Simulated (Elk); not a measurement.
A self-consistent single point of Sn (Im-3m, 1 atom in the cell) with Elk.

Method: Elk with LDA (PW92), all-electron FP-LAPW, Elk's shipped species files, APW+lo basis with extra local orbitals.

```
CELL_PARAMETERS angstrom
     -1.88897     1.88897     1.88897
      1.88897    -1.88897     1.88897
      1.88897     1.88897    -1.88897
ATOMIC_POSITIONS crystal
  Sn 0.00000 0.00000 0.00000
```

Reference input (self-consistent single point, DFT, LDA (PW92), all-electron FP-LAPW, Elk's shipped species files, APW+lo basis with extra local orbitals): xctype = 3; rgkmax = 8; stype = 3; swidth = 0.00367493 Ha; ngridk = 12 12 12; gmaxvr = 14 1/bohr; nxlo = 2; lorbcnd = true; lmaxi = 2. This run's input differs from it in these lines:

```diff
@@ -27,2 +27,8 @@
 
+epspot
+  3.7e-11
+
+epsengy
+  3.7e-09
+
 scale
```

Log, with long lists cut:

```
│ Self-consistent loop started │
│ Loop number : 1 │
 total energy                :     -6176.56993319
│ Loop number : 2 │
 total energy                :     -6176.57244404
RMS change in Kohn-Sham potential (target) :   0.4220253962E-01 (  0.3700000000E-10)
Absolute change in total energy (target)   :   0.2510852256E-02 (  0.3700000000E-08)
│ Loop number : 3 │
 total energy                :     -6176.55758856
RMS change in Kohn-Sham potential (target) :   0.4197595111E-01 (  0.3700000000E-10)
Absolute change in total energy (target)   :   0.1422776596E-01 (  0.3700000000E-08)
│ Loop number : 4 │
   [... lines left out ...]
Absolute change in total energy (target)   :   0.3196873877E-07 (  0.3700000000E-08)
│ Loop number : 198 │
 total energy                :     -6173.76996303
RMS change in Kohn-Sham potential (target) :   0.3875540232E-08 (  0.3700000000E-10)
Absolute change in total energy (target)   :   0.8862843970E-07 (  0.3700000000E-08)
│ Loop number : 199 │
 total energy                :     -6173.76996309
RMS change in Kohn-Sham potential (target) :   0.2796674679E-08 (  0.3700000000E-10)
Absolute change in total energy (target)   :   0.4175399226E-07 (  0.3700000000E-08)
│ Loop number : 200 │
Reached self-consistent loops maximum

Energies :
 Fermi                       :     0.242784436173
 total energy                :     -6173.76996304

Density of states at Fermi energy :    15.32270651
 (states/Hartree/unit cell)

Estimated indirect band gap :   0.4191437717E-02
 from k-point     45 to k-point     60
Estimated direct band gap   :   0.2130412105E-01
 at k-point     71

Charges :
 core                        :    30.00000000
 valence                     :    20.00000000
 interstitial                :    1.927063685
 muffin-tins (core leakage)
  species :    1 (Sn)
   atom    1                 :    48.07293631     (  0.6778461786E-04)
 total in muffin-tins        :    48.07293631
 total calculated charge     :    49.99691745
 total charge                :    50.00000000
 error                       :   0.3082554855E-02

│ Self-consistent loop stopped │
```

The run ended unconverged after 200 iterations. 

The starting cell comes from a database of computed structures (which also holds hypothetical and non-ambient phases and stackings), without a prior relaxation at this level. Its lattice was rescaled by up to half a per cent. Values depend on the basis (sphere radii, cutoffs, local orbitals), which need not be converged.

Cost on one core of a shared machine: roughly 2 min.
